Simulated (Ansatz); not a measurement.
The parent structure is CsSnI3 in the cubic perovskite structure (space group Pm-3m, No. 221).

```xyz
5
Lattice="6.2713 0.0000 0.0000 0.0000 6.2713 0.0000 0.0000 0.0000 6.2713" Properties=species:S:1:pos:R:3 pbc="T T T"
Cs     0.0000     0.0000     0.0000
Sn     3.1357     3.1357     3.1357
I      3.1357     0.0000     3.1357
I      0.0000     3.1357     3.1357
I      3.1357     3.1357     0.0000
```

Calculations: PBE in Ansatz (plane waves to 420 eV, PAW, without spin-orbit coupling).

Base values:

The width of the top valence band is 2.03 eV.

Modification: the cell is scaled by 1.0240 in all directions; the atoms relax in the strained cell.

Question: What happens to the width of the top valence band and mean gap deformation potential ΔEg/Δln V?

Answer: The width of the top valence band shrinks by 0.407 eV, from 2.03 eV to 1.63 eV; the mean gap deformation potential ΔEg/Δln V amounts to +3.9 eV.

With I present, leaving out spin-orbit coupling can change the band edges. Stability against distortions was not tested. Many cubic perovskites are stable only at high temperature; tilts and polar distortions were not tested.

Ansatz is an electronic-structure program.
